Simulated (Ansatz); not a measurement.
The parent structure is PbO (space group P4/nmm, No. 129; layered, stacked along the Cartesian z axis).

```
PbO
1.0
    4.03423     0.00000     0.00000
    0.00000     4.03423     0.00000
    0.00000     0.00000     4.99370
Pb O
2 2
Direct
  0.50000   0.00000   0.76226
  0.00000   0.50000   0.23774
  0.50000   0.50000   0.00000
  0.00000   0.00000   0.00000
```

Cartesian axes are those of the cell as printed.

Calculations: PBE-D3(BJ)/PAW in Ansatz (an electronic-structure program), no SOC.

Before the change:

```
Item         Value
--------  --------
Pressure  0.01 GPa
```

Modification: uniaxial strain ε_zz = −1.20 %, all other strain components held at zero, atoms relaxed at fixed cell.

Task: Estimate the effect on the energy relative to the base, pressure and largest internal atomic displacement.

Result: The energy is nearly the same; the pressure (mean of the normal stresses, compression positive) goes up by 0.23 GPa, from 0.01 GPa to 0.24 GPa; the largest internal atomic displacement comes out as 0.012 Å.

Stability against distortions was not tested. The D3 term's C6 switches between coordination references near this geometry, which can add small steps to energies.
